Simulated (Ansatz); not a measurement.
Ansatz (a first-principles code) run on Al2GeF2O4 (Pnma, 36 atoms in the cell): self-consistent single point.

Method: PBEsol-D3BJ, default PAW files made with PBE (plane waves; Ansatz).

```xyz
36
Lattice="9.1791 0.0000 0.0000 0.0000 8.7051 0.0000 0.0000 0.0000 4.8577" Properties=species:S:1:pos:R:3 pbc="T T T"
Al     1.2171     0.7112     2.8758
Al     3.3724     7.9939     0.4469
Al     5.8067     3.6413     4.4108
Al     7.9619     5.0637     1.9819
Al     7.9619     7.9939     1.9819
Al     5.8067     0.7112     4.4108
Al     3.3724     5.0637     0.4469
Al     1.2171     3.6413     2.8758
Ge     4.0287     2.1763     1.9475
Ge     0.5608     6.5288     4.3763
Ge     8.6182     2.1763     0.4814
Ge     5.1504     6.5288     2.9103
F      6.9137     0.4701     2.9054
F      6.8549     8.2350     0.4765
F      2.3241     3.8825     4.3812
F      2.2654     4.8226     1.9523
F      2.2654     8.2350     1.9523
F      2.3241     0.4701     4.3812
F      6.8549     4.8226     0.4765
F      6.9137     3.8825     2.9054
O      2.2764     2.1763     2.1942
O      2.3131     6.5288     4.6231
O      6.8659     2.1763     0.2346
O      6.9027     6.5288     2.6635
O      0.3424     2.1763     3.7754
O      4.2472     6.5288     1.3466
O      4.9319     2.1763     3.5112
O      8.8367     6.5288     1.0823
O      9.1038     0.7086     1.4248
O      4.6648     7.9965     3.8536
O      4.5143     3.6439     1.0041
O      0.0753     5.0611     3.4329
O      0.0753     7.9965     3.4329
O      4.5143     0.7086     1.0041
O      4.6648     5.0611     3.8536
O      9.1038     3.6439     1.4248
```

Reference input (self-consistent single point, DFT, PBEsol, plane waves, default PAW files made with PBE): basis.ecutwfc = 30.9 Ry; kpoints.mp_grid.grid = 3 3 6; hamiltonian.xc = pbesol; hamiltonian.pseudopotentials = {kind: paw} (the program's default PAW files); scf.occupations.method = cold; scf.occupations.width = 0.0073 Ry. This run's input differs from it in these lines:

```diff
@@ -49,2 +49,3 @@
   xc: pbesol
+  dispersion: d3bj
   pseudopotentials: { kind: paw }
```

Log, with long lists cut:

```
SCF iter   1: F=—  HF=-36629.731998 eV  |F-HF|=—  |Δ(HF+E_count)|=         —  Δρ=1.45e-2  dr2=5.81e-1  ethr=1.77e-3  ⟨swp⟩=5.2  Hψ=9777  notcnv=0  defer=313
all-band conjugate gradients solve this SCF's bands
preconditioner: auto → Resta (q_TF=auto, 2.504 Å⁻¹)
SCF iter   2: F=—  HF=-36629.557305 eV  |F-HF|=—  |Δ(HF+E_count)|=   1.75e-1  S|Δr|=    0.00e0  Δρ=1.87e-3  dr2=5.04e-3  ethr=2.50e-4  ⟨swp⟩=2.0  Hψ=3895  notcnv=0  defer=512
   [... lines left out ...]
SCF iter   6: F=—  HF=-36629.558287 eV  |F-HF|=—  |Δ(HF+E_count)|=   7.68e-5  S|Δr|=    0.00e0  Δρ=3.11e-5  dr2=2.62e-6  ethr=5.78e-9  ⟨swp⟩=2.0  Hψ=3776  notcnv=0  defer=512
SCF iter   7: F=—  HF=-36629.558288 eV  |F-HF|=—  |Δ(HF+E_count)|=   4.64e-7  S|Δr|=    0.00e0  Δρ=7.00e-6  dr2=1.55e-7  ethr=1.13e-9  ⟨swp⟩=2.0  Hψ=3772  notcnv=0  defer=512
SCF iter   8: F=-36629.558288 eV  HF=-36629.558288 eV  |F-HF|=7.50e-9  |Δ(HF+E_count)|=   6.00e-8  S|Δr|=    0.00e0  Δρ=3.35e-6  dr2=3.89e-8  ethr=4.31e-11  ⟨swp⟩=15.9  Hψ=13732  notcnv=0
SCF 1 converged in 8 iterations: F = -36629.558288 eV  dr2 = 3.89e-8
Stability not checked (fill_not_monotonic)
Free energy (F): -36629.558288 eV
Internal energy: -36629.558288 eV  (E = F + TS)
E sigma→0 (E₀):  -36629.558288 eV
Fermi energy:    6.875019 eV
--- Forces (eV/Å), atoms counted from 1 ---
  atom   1  Al    -0.17576808     0.00138073     0.17327760
  atom   2  Al     0.17576808    -0.00138073     0.17327760
  atom   3  Al    -0.17576808    -0.00138073    -0.17327760
  atom   4  Al     0.17576808     0.00138073    -0.17327760
  atom   5  Al     0.17576808    -0.00138073    -0.17327760
   [... 27 lines left out ...]
   [... lines left out ...]
  atom  36  O     -0.20706073    -0.62471782    -0.18375040
--- Stress (GPa, compression-positive) ---
       -9.648933      -0.000000       0.000000
       -0.000000     -12.085249       0.000000
        0.000000       0.000000     -12.326674
  P = ⅓ Tr σ = -11.3536 GPa (-113.536 kbar)
  The stress holds the Pulay correction. Without it, at fixed plane waves, as pw.x and ABINIT print it: P = -12.1523 GPa
```

The run converged in 8 iterations. Against the reference run the pressure goes from -9.43 to -11.35 GPa, the largest force hardly changes (0.991 to 0.988 eV/Å) and the gap on the mesh stays at 3.580 eV.

The starting cell comes from a database of published, mostly measured structures (it also holds non-ambient and calculated ones), without a prior relaxation at this level. Its lattice was rescaled by a random factor within 2.5 % of one. With a pressure of about -11 GPa the cell is away from its equilibrium volume at this level. Ansatz's pressure includes its estimate of the finite-basis (Pulay) stress. Without the estimate this run gives -12.15 GPa.

Cost on one core of a shared machine: roughly 80 s.

Keys are those of Ansatz 0.2.
